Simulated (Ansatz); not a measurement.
Input and output of a self-consistent single point for CsLiBr2 (P4mm, 8 atoms in the cell) (Ansatz, a first-principles code).

Method of the run: LDA (PW92), default PAW files made with PBE (plane waves; Ansatz).

```
CELL_PARAMETERS angstrom
      5.20715     0.00000     0.00000
      0.00000     5.20715     0.00000
      0.00000     0.00000     9.97971
ATOMIC_POSITIONS crystal
  Cs 0.00000 0.50000 0.30504
  Cs 0.50000 0.00000 0.69997
  Li 0.50000 0.00000 0.08248
  Li 0.00000 0.50000 0.91752
  Br 0.00000 0.50000 0.66592
  Br 0.50000 0.00000 0.33408
  Br 0.00000 0.00000 0.00000
  Br 0.50000 0.50000 0.00000
```

Reference input (self-consistent single point, DFT, LDA (PW92), plane waves, default PAW files made with PBE): basis.ecutwfc = 420 eV; kpoints.mp_grid.grid = 5 5 3; hamiltonian.xc = lda; hamiltonian.pseudopotentials = {kind: paw} (the program's default PAW files); scf.occupations.method = fermi_dirac; scf.occupations.width = 0.05 eV. This run's input differs from it in these lines:

Ansatz 0.2 input:
```diff
@@ -17,3 +17,3 @@
 kpoints:
-  mp_grid: { grid: [5, 5, 3] }
+  mp_grid: { grid: [7, 7, 4] }
 hamiltonian:
```

The program printed (abridged):

```
SCF iter   1: F=—  HF=-22201.903685 eV  |F-HF|=—  |Δ(HF+E_count)|=         —  Δρ=3.86e-3  dr2=2.45e-2  ethr=1.77e-3  ⟨swp⟩=10.7  Hψ=6008  notcnv=0
all-band conjugate gradients solve this SCF's bands
preconditioner: auto → Resta (q_TF=auto, 2.073 Å⁻¹)
SCF iter   2: F=—  HF=-22201.892019 eV  |F-HF|=—  |Δ(HF+E_count)|=   1.17e-2  Δρ=2.07e-3  dr2=9.09e-3  ethr=4.71e-5  ⟨swp⟩=2.1  Hψ=2087  notcnv=0  defer=14
   [... lines left out ...]
SCF iter   4: F=—  HF=-22201.888981 eV  |F-HF|=—  |Δ(HF+E_count)|=   3.73e-5  Δρ=9.02e-5  dr2=3.60e-5  ethr=7.62e-7  ⟨swp⟩=2.2  Hψ=1578  notcnv=0  defer=14
SCF iter   5: F=—  HF=-22201.889078 eV  |F-HF|=—  |Δ(HF+E_count)|=   9.71e-5  Δρ=1.96e-5  dr2=2.51e-6  ethr=6.92e-8  ⟨swp⟩=2.1  Hψ=1545  notcnv=0  defer=14
SCF iter   6: F=—  HF=-22201.889079 eV  |F-HF|=—  |Δ(HF+E_count)|=   1.47e-6  Δρ=6.37e-6  dr2=2.11e-7  ethr=4.82e-9  ⟨swp⟩=2.1  Hψ=1479  notcnv=0  defer=14
SCF iter   7: F=-22201.889079 eV  HF=-22201.889079 eV  |F-HF|=7.09e-9  |Δ(HF+E_count)|=   1.25e-8  Δρ=1.75e-6  dr2=1.42e-8  ethr=1.92e-10  ⟨swp⟩=12.2  Hψ=5030  notcnv=0
SCF 1 converged in 7 iterations: F = -22201.889079 eV  dr2 = 1.42e-8
Free energy (F): -22201.889079 eV
Internal energy: -22201.889079 eV  (E = F + TS)
E sigma→0 (E₀):  -22201.889079 eV
Fermi energy:    3.646796 eV
--- Forces (eV/Å), atoms counted from 1 ---
  atom   1  Cs     0.00000000     0.00000000    -0.04329550
  atom   2  Cs    -0.00000000     0.00000000     0.00674191
  atom   3  Li     0.00000000     0.00000000     0.05572627
  atom   4  Li    -0.00000000     0.00000000    -0.03519965
  atom   5  Br    -0.00000000     0.00000000     0.09902113
  atom   6  Br     0.00000000     0.00000000    -0.07452326
  atom   7  Br    -0.00000000     0.00000000    -0.00423460
  atom   8  Br     0.00000000     0.00000000    -0.00423460
--- Stress (GPa, compression-positive) ---
       -2.074875       0.000000       0.000000
        0.000000      -2.074875       0.000000
       -0.000000       0.000000      -1.804783
  P = ⅓ Tr σ = -1.9848 GPa (-19.848 kbar)
  The stress holds the Pulay correction. Without it, at fixed plane waves, as pw.x and ABINIT print it: P = -1.9982 GPa
```

The run converged in 7 iterations. Against the reference run the free energy hardly moves (within 1 meV/atom), the pressure stays at -1.98 GPa, the largest force stays at 0.099 eV/Å and the gap on the mesh goes from 3.892 to 3.874 eV.

The starting cell comes from a database of computed structures (which also holds hypothetical and non-ambient phases and stackings), without a prior relaxation at this level. Its lattice was rescaled by up to half a per cent. One atom was moved a little off its site on purpose. Ansatz's pressure includes its estimate of the finite-basis (Pulay) stress.
